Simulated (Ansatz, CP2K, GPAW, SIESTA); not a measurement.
**SrSi₃Ni (I4mm, 5 atoms in the cell) computed with different codes at matched settings**

Self-consistent single point.

```
CELL_PARAMETERS angstrom
     -2.04924     2.04924     4.80423
      2.04924    -2.04924     4.80423
      2.04924     2.04924    -4.80423
ATOMIC_POSITIONS crystal
  Sr 0.59890 0.59890 0.00000
  Si 0.00209 0.00209 0.00000
  Si 0.34996 0.84996 0.50000
  Si 0.84996 0.34996 0.50000
  Ni 0.24478 0.24478 0.00000
```

Shared settings, as Ansatz (a first-principles code) writes them: kpoints.mp_grid.grid = 10 10 10; scf.occupations.method = gaussian; scf.occupations.width = 0.0037 Ry. Potentials and cutoffs stand in the table.

| code | model | pressure (GPa) | largest force (eV/Å) | cutoff |
|---|---|---|---|---|
| SIESTA | GGA PBEsol, numerical atomic orbitals DZP, PseudoDojo PBEsol standard norm-conserving potentials (rewritten from UPF to PSML) | 10.63 | 0.309 | grid 400 Ry |
| CP2K | PBEsol, GPW, DZVP-MOLOPT-SR-GTH basis, GTH-PBE potentials (GTH_POTENTIALS) | 5.08 | 0.341 | grid 600 Ry |
| GPAW | PBEsol, GPAW PAW datasets PBEsol (made by gpaw-setup) | 4.51 | 0.293 | 850 eV |
| Ansatz | PBEsol, PAW files made with PBE | 3.59 | 0.304 | default |

Size of the force on each atom (eV/Å): Sizes of forces hide their directions.

| code | Sr1 | Si2 | Si3 | Si4 | Ni5 |
|---|---|---|---|---|---|
| SIESTA | 0.309 | 0.052 | 0.042 | 0.042 | 0.275 |
| CP2K | 0.016 | 0.341 | 0.041 | 0.041 | 0.268 |
| GPAW | 0.023 | 0.293 | 0.004 | 0.004 | 0.278 |
| Ansatz | 0.032 | 0.304 | 0.020 | 0.020 | 0.232 |

On Ansatz's run: spin polarisation is off.

The spread over the programs that give each value: pressure within 7.04 GPa; largest force within 0.048 eV/Å.

SIESTA and CP2K use small atom-centred bases, whose incompleteness enters pressures, forces and empty levels differently from a plane-wave cutoff. Ansatz's pressure is given at a fixed set of plane waves, as the other plane-wave codes print theirs. In the pressure, SIESTA (by 6.58) and CP2K (by 1.04) lie more than 1 GPa from the median of the plane-wave programs. In the force vectors, SIESTA (by 0.336) lies more than 0.08 eV/Å from the median of the plane-wave programs.

The starting cell comes from a database of computed structures (which also holds hypothetical and non-ambient phases and stackings), without a prior relaxation at this level. Its lattice was rescaled by a random factor within 2.5 % of one.

Keys are those of Ansatz 0.2.
